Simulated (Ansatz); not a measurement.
**Ir: response to strain**

Base system: Ir in the fcc (Cu type) structure (space group Fm-3m, No. 225; a = 3.8716 Å; relaxed with 0.1 eV smearing).

Strains are applied to the cell and any free atomic positions relax.

Calculations: PBE (Ansatz, a program for electronic structure; PAW; 420 eV plane waves; no spin-orbit coupling).

Candidates:
(a) isotropic strain +2.50 %
(b) isotropic strain −2.50 %
(c) isotropic strain +1.00 %
(d) isotropic strain −2.00 %
(e) isotropic strain +0.50 %

Notes on the quantities. energy relative to the base: free energy F.

Task: Order them by energy relative to the base, lowest first.

Result: (e) isotropic strain +0.50 % (+3.5 meV/atom), (c) isotropic strain +1.00 % (+14 meV/atom), (d) isotropic strain −2.00 % (+61 meV/atom), (a) isotropic strain +2.50 % (+80 meV/atom), (b) isotropic strain −2.50 % (+98 meV/atom)

No phonon test of stability was made. All final runs are without spin polarisation.
